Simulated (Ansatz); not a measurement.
## What pressure 1.5 GPa does to MoS2

Start from MoS$_{2}$ (space group P6_3/mmc, No. 194; a = 3.109 Å, c = 11.709 Å; layered, stacked along the Cartesian z axis).

One thing is altered: a hydrostatic pressure of 1.5 GPa.

Calculations: plane-wave PAW DFT at the PBEsol-D3(BJ) level (Ansatz, an electronic-structure program, 420 eV), scalar-relativistic without spin-orbit coupling. Γ-centred 12×12×3 mesh, Fermi–Dirac width 0.05 eV.

```tsv
quantity	base	changed	shift
volume per atom	16.34 Å³	16.01 Å³	-0.33 Å³
density	5.42 g/cm³	5.53 g/cm³	+0.11 g/cm³
lattice parameter a	3.109 Å	3.097 Å	-0.012 Å
c/a ratio	3.766	3.735	-0.031
shortest interatomic distance	2.380 Å	2.376 Å	-0.004 Å
enthalpy H = E + PV relative to the base's energy	–	+0.15 eV/atom	–
band gap	0.52 eV	0.43 eV	-0.09 eV
gap character	indirect, Γ → K–Γ (44 % along)	indirect, Γ → K–Γ (44 % along)	–
smallest direct gap	1.79 eV	1.82 eV	+0.03 eV
mean gap deformation potential ΔEg/Δln V	–	+4.6 eV	–
width of the top valence band	1.88 eV	1.94 eV	+0.06 eV
hole mass	1.1 mₑ along c, 0.50 mₑ across (at Γ)	1.2 mₑ along c, 0.45 mₑ across (at Γ)	–
valence-band top at Γ (three highest levels, from the VBM)	0.00, -0.96, -1.60 eV	0.00, -0.89, -1.71 eV	–
```

Load acts through the strain it causes; cell and atoms are relaxed under it. Effective masses come from finite differences of ±0.01 Å⁻¹. No phonon test of stability was made.
